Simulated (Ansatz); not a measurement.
Take Mg₂Sn (space group Fm-3m, No. 225; a = 6.7460 Å) as the base.

Level of theory: PBEsol (Ansatz, a program for electronic structure), no spin-orbit coupling.

For the base:

* **Lattice parameter a**: 6.746 Å

One thing is altered: cell and atoms relaxed at a pressure of 60 GPa.

**Question.** What does the calculation give for the lattice parameter a after the change?

**Answer.** The lattice parameter a falls by 1.029 Å to 5.717 Å.

Load acts through the strain it causes; cell and atoms are relaxed under it. No phonon test of stability was made. Competing high-pressure phases were not computed.
